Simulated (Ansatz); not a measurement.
Start from WC (space group P-6m2, No. 187; relaxed with 0.1 eV smearing).

```
WC
1.0
    2.88431     0.00000     0.00000
   -1.44215     2.49788     0.00000
    0.00000     0.00000     2.81153
W C
1 1
Cartesian
  0.00000   0.00000   0.00000
  0.00000   1.66525   1.40577
```

Cartesian axes are those of the cell as printed.

All numbers come from LDA in Ansatz (plane waves to 420 eV, PAW, spin-orbit coupling left out).

Strains are applied to the cell and any free atomic positions relax.

One change was made to it. Results:

The pressure (mean of the normal stresses, compression positive) goes from zero to -9.3 GPa; the energy goes up by 14 meV/atom.

Q: Which change produced these results?
A. uniaxial strain ε_xx = −3.00 %
B. uniaxial strain ε_xx = −1.50 %
C. uniaxial strain ε_xx = +2.50 %
D. uniaxial strain ε_xx = +1.50 %

A: C, uniaxial strain ε_xx = +2.50 %. For comparison, the energy relative to the base in the other runs: uniaxial strain ε_xx = −1.50 % gives +5.6 meV/atom; uniaxial strain ε_xx = −3.00 % gives +23 meV/atom; uniaxial strain ε_xx = +1.50 % gives +5.2 meV/atom.

Stability against distortions was not tested. All final runs are without spin polarisation.

Ansatz is a quantum-chemistry and plane-wave program.
